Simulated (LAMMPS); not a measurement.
MD from the melt across the composition of CdTe (zinc blende) with a share x of Te sites Se; each row has its own temperature.

Method: classical MD, pair style sw, file CdTeZnSeHgS0.sw, run in LAMMPS.

```json
[
 {"x": "0.25", "volume": "37.89 ± 0.03 Å³/atom", "state": "liquid", "enthalpy": "-1.2159 ± 0.0008 eV/atom", "self-diffusion coefficient of Cd (not corrected for cell size)": "(1.12 ± 0.02) × 10^-4 cm²/s", "viscosity": "-", "T (K)": "1940"},
 {"x": "0.5", "volume": "36.85 ± 0.05 Å³/atom", "state": "liquid", "enthalpy": "-1.2458 ± 0.0007 eV/atom", "self-diffusion coefficient of Cd (not corrected for cell size)": "(1.02 ± 0.02) × 10^-4 cm²/s", "viscosity": "1.2 ± 0.1 mPa s", "T (K)": "1990"},
 {"x": "0.75", "volume": "35.68 ± 0.03 Å³/atom", "state": "liquid", "enthalpy": "-1.2784 ± 0.0008 eV/atom", "self-diffusion coefficient of Cd (not corrected for cell size)": "(1.09 ± 0.03) × 10^-4 cm²/s", "viscosity": "1.0 ± 0.1 mPa s", "T (K)": "2050"}
]
```

Caution: a run this short can hold a crystal over, or a liquid under, the potential's own melting point, which these runs don't give.

Caution: the real compound melts congruently only under the pressure of its own vapour and loses its more volatile element when open.

States go by the mean squared displacement: a species diffuses where it passes 1.5 Å², still rises and gives D over 1e-6 cm²/s; a crystal has left its structure where atoms lie 0.35 Å off their sites on average or a cubic box changes its shape by 3 %, or the axial ratios of another lie 8 % off the starting cell's, which the potential's own relaxation can also do.

Errors of D are the spread over four groups of atoms in one short run; a floor of about 5 %, a picked value, is safer.

Uncertainties are statistical and leave out the potential's own error.
